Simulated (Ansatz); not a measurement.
Consider HfS₂ in the CdI2 type structure (space group P-3m1, No. 164; a = 3.606 Å, c = 5.768 Å; layered, stacked along the Cartesian z axis).

Level of theory: Ansatz (an electronic-structure program) PBE-D3(BJ), no spin-orbit coupling.

Before the change:

The smallest direct gap is 1.81 eV and the band gap is 0.85 eV.

The change: a hydrostatic pressure of 3 GPa.

Q: Estimate the effect on the smallest direct gap.

A: The smallest direct gap decreases by 0.253 eV (1.81 eV → 1.55 eV).

Q: Predict the new band gap.

A: The band gap decreases by 0.36 eV to 0.49 eV.

Spin-orbit coupling, missing from the scalar runs, can matter with Hf. Load acts through the strain it causes; cell and atoms are relaxed under it. No phonon test of stability was made.
